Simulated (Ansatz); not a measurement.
Abridged Ansatz (an electronic-structure program) output:

```
Pseudopotential: As, paw, valence charge 15
Crystal: 2 atoms, lattice volume = 43.830 Å³
Basis set: ecut = 500 eV, 1117 PW (Γ), exchange–correlation on 128×128×128 points (64 copies of the dense FFT grid, shifted against one another)
Bands: 19, of which v1, the nominal top of the filled ones, is band 15 counted from 1 (14 counted from 0)
Symmetry: 12 space group operations
k-points: 344 of 3375
Functional: x = r2scan, c = r2scan + rvv10(b = 11.95, C = 0.0093); τ floored in thin density (d = 2e-4 eV/Å³)
SCF iter   1: F=—  HF=-9726.653282 eV  |F-HF|=—  |Δ(HF+E_count)|=         —  Δρ=3.71e-3  dr2=5.95e-3  dr2_τ=2.49e-3  ethr=1.77e-3  ⟨swp⟩=5.6  Hψ=31158  notcnv=0
SCF iter   2: F=—  HF=-9726.662321 eV  |F-HF|=—  |Δ(HF+E_count)|=   9.04e-3  Δρ=2.45e-3  dr2=2.84e-3  dr2_τ=1.62e-5  ethr=1.98e-5  ⟨swp⟩=2.0  Hψ=15824  notcnv=0
SCF 1 converged in 9 iterations: F = -9726.662198 eV  dr2 = 9.08e-11
SCF converged after 9 iterations
Free energy (F): -9726.662198 eV
Internal energy: -9726.660841 eV  (E = F + TS)
E sigma→0 (E₀):  -9726.661519 eV
Entropy (-TS):   -0.001357 eV (-0.679 meV/atom)
Fermi energy:    10.537966 eV
--- Forces (eV/Å), atoms counted from 1 ---
  atom   1  As    -0.00000000    -0.00000000    -0.00000643
  atom   2  As     0.00000000     0.00000000     0.00000643
--- Stress (GPa, compression-positive) ---
       -0.000529       0.000000      -0.000000
        0.000000      -0.000529       0.000000
        0.000000      -0.000000       0.002422
  P = ⅓ Tr σ = 0.0005 GPa (0.005 kbar)
```

Task: What was computed, and what are the main results?

Result: As, 2 atoms in the cell, with plane-wave PAW DFT at the r2SCAN+rVV10 level (Ansatz, 500 eV), no spin-orbit coupling. The last SCF converged to F = -9726.662198 eV, or -4863.3311 eV per atom, at a pressure of 0.00 GPa. The total energy compares only with runs of the same code, potentials and settings.

Stability against distortions was not tested. The cell was made from Bi by this change: Bi → As.
